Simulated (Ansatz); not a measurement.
Ansatz (a first-principles code) run on NiTe2 (P1, 3 atoms in the cell): self-consistent single point.

Level of theory: PBEsol, PAW files made with PBE (plane waves; Ansatz).

The change in words: atoms moved at random. Reference geometry:
```xyz
3
Lattice="3.9223 0.0000 0.0000 -1.9612 3.3968 0.0000 0.0000 0.0000 5.4380" Properties=species:S:1:pos:R:3 pbc="T T T"
Ni     0.0000     0.0000     0.0000
Te     0.0000     2.2646     1.3156
Te     1.9612     1.1323     4.1224
```

Reference input (self-consistent single point, DFT, PBEsol, plane waves, PAW files made with PBE): basis.ecutwfc = 420 eV; kpoints.mp_grid.grid = 10 10 7; hamiltonian.xc = pbesol; hamiltonian.pseudopotentials = {kind: paw} (an earlier, softer set of the program's PAW files); scf.occupations.method = fermi_dirac; scf.occupations.width = 0.1 eV. This run's input differs from it in these lines:

Ansatz 0.2 input:
```diff
@@ -7,5 +7,5 @@
   atoms:
-    - { symbol: Ni, position: [0.000000, 0.000000, 0.000000] }
-    - { symbol: Te, position: [0.333333, 0.666667, 0.241920] }
-    - { symbol: Te, position: [0.666667, 0.333333, 0.758080] }
+    - { symbol: Ni, position: [-0.013504, -0.015927, -0.007986] }
+    - { symbol: Te, position: [0.337372, 0.670621, 0.235564] }
+    - { symbol: Te, position: [0.676133, 0.345306, 0.772421] }
 basis:
```

The program printed (abridged):

```
SCF iter   1: F=—  HF=-19612.743253 eV  |F-HF|=—  |Δ(HF+E_count)|=         —  Δρ=1.84e-1  dr2=2.58e1  ethr=3.10e-3  ⟨swp⟩=7.3  Hψ=49092  notcnv=0
all-band conjugate gradients solve this SCF's bands
preconditioner: auto → LDOS
SCF iter   2: F=—  HF=-19621.484918 eV  |F-HF|=—  |Δ(HF+E_count)|=    8.74e0  Δρ=5.34e-1  dr2=1.56e2  ethr=3.10e-3  ⟨swp⟩=4.4  Hψ=28391  notcnv=0  defer=3  recentre
   [... lines left out ...]
SCF iter  11: F=—  HF=-19608.834170 eV  |F-HF|=—  |Δ(HF+E_count)|=   3.80e-5  Δρ=3.94e-5  dr2=1.91e-6  ethr=2.28e-8  ⟨swp⟩=2.5  Hψ=15201  notcnv=0
SCF iter  12: F=—  HF=-19608.834170 eV  |F-HF|=—  |Δ(HF+E_count)|=   3.44e-7  Δρ=4.02e-5  dr2=1.35e-6  ethr=3.82e-9  ⟨swp⟩=2.0  Hψ=14467  notcnv=0
SCF iter  13: F=—  HF=-19608.834170 eV  |F-HF|=—  |Δ(HF+E_count)|=   1.08e-7  Δρ=8.79e-6  dr2=1.06e-7  ethr=2.70e-9  ⟨swp⟩=1.0  Hψ=10562  notcnv=0
SCF iter  14: F=-19608.834170 eV  HF=-19608.834170 eV  |F-HF|=8.18e-8  |Δ(HF+E_count)|=   1.53e-8  Δρ=9.20e-6  dr2=8.98e-8  ethr=2.00e-10  ⟨swp⟩=6.2  Hψ=42931  notcnv=0
SCF 1 converged in 14 iterations: F = -19608.834170 eV  dr2 = 8.98e-8
Free energy (F): -19608.834170 eV
Internal energy: -19608.777610 eV  (E = F + TS)
E sigma→0 (E₀):  -19608.805890 eV
Entropy (-TS):   -0.056560 eV (-18.853 meV/atom)
Fermi energy:    11.173533 eV
--- Forces (eV/Å), atoms counted from 1 ---
  atom   1  Ni     0.23756792     0.67297657     0.48430795
  atom   2  Te    -0.11228205    -0.21325150    -0.06276005
  atom   3  Te    -0.12528157    -0.45971297    -0.42153461
--- Stress (GPa, compression-positive) ---
       -4.598814      -0.068524       0.010403
       -0.068524      -3.638042       0.637363
        0.010403       0.637363      -2.622704
  P = ⅓ Tr σ = -3.6199 GPa (-36.199 kbar)
  The stress holds the Pulay correction. Without it, at fixed plane waves, as pw.x and ABINIT print it: P = -3.6638 GPa
```

The run converged in 14 iterations. Against the reference run the free energy goes up by 12.2 meV/atom, the pressure goes from -5.72 to -3.62 GPa and the largest force goes from 0.307 to 0.862 eV/Å.

The starting cell comes from a database of computed structures (which also holds hypothetical and non-ambient phases and stackings), without a prior relaxation at this level. Its lattice was rescaled by a random factor within 2.5 % of one. For this run, on top of that: atoms moved at random. Spin-orbit coupling is off. Spin polarisation is off, so a magnetic state, if there is one, cannot be reached. With a pressure of about -4 GPa the cell is away from its equilibrium volume at this level. Ansatz's pressure includes its estimate of the finite-basis (Pulay) stress.

Cost on one core of a shared machine: roughly 2 min.
